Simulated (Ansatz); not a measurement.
Functionals compared on the (32-52) surface of hcp Mg in its 1x1 cell, outermost plane spacing 0.21 Å in the ideal cut, in Ansatz (plane waves, PAW). The structure was relaxed with PBE; the other rows are single points on it. Cutoff 420 eV (500 eV for r2SCAN).

Slab: 36 atoms, 10.7 Å thick at the start; k 6x3x1, smearing 0.1 eV, dipole-corrected; all atoms relaxed; start symmetry kept, larger cells not searched; no spin, no spin-orbit, no U. These notes are the PBE run's.

| functional | work function of the top face (eV) | rough cost of the single point |
|---|---|---|
| PBE | 3.50 | – |
| LDA | 3.64 | about 6 core-minutes (a rough figure) |
| PBEsol | 3.54 | around 6 core-minutes (rough) |
| RPBE | 3.43 | very roughly 7 core-minutes |
| r2SCAN | (withheld) | around 12 core-minutes (rough) |

Q: What belongs in the gaps?

A: 
- r2SCAN, work function of the top face (eV): 3.55

Ansatz is a program for electronic structure.
